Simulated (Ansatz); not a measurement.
The parent structure is In3SbTe2 (space group Immm, No. 71; a = 4.406 Å, b = 6.210 Å, c = 13.246 Å; a cell from a computed database, its experimental status unchecked). Axes: x, y, z lie along a, b, c of the conventional cell.

Level of theory: PBE (Ansatz, a first-principles code, PAW, no spin-orbit coupling).

Base values:

* **Pressure**: 0.0 GPa
* **Band gap**: zero
* **Shortest interatomic distance**: 3.050 Å

The change: a pure shear with ε_yz = ε_zy = 0.0212; the atoms relax in the strained cell.

What does the calculation give for the energy relative to the base after the change?

The energy goes up by 3.0 meV/atom.

Predict the new pressure.

The pressure (mean of the normal stresses, compression positive) is still 0.0 GPa.

Predict the new band gap.

The band gap remains zero.

What happens to the shortest interatomic distance?

The shortest interatomic distance is still 3.050 Å.

Without a gap, meshes like the base's 13×13×13 leave anisotropic stresses uncertain by several tenths of a GPa, and small strain energies with them. Whether these cells are dynamically stable was not tested. All final runs are without spin polarisation.
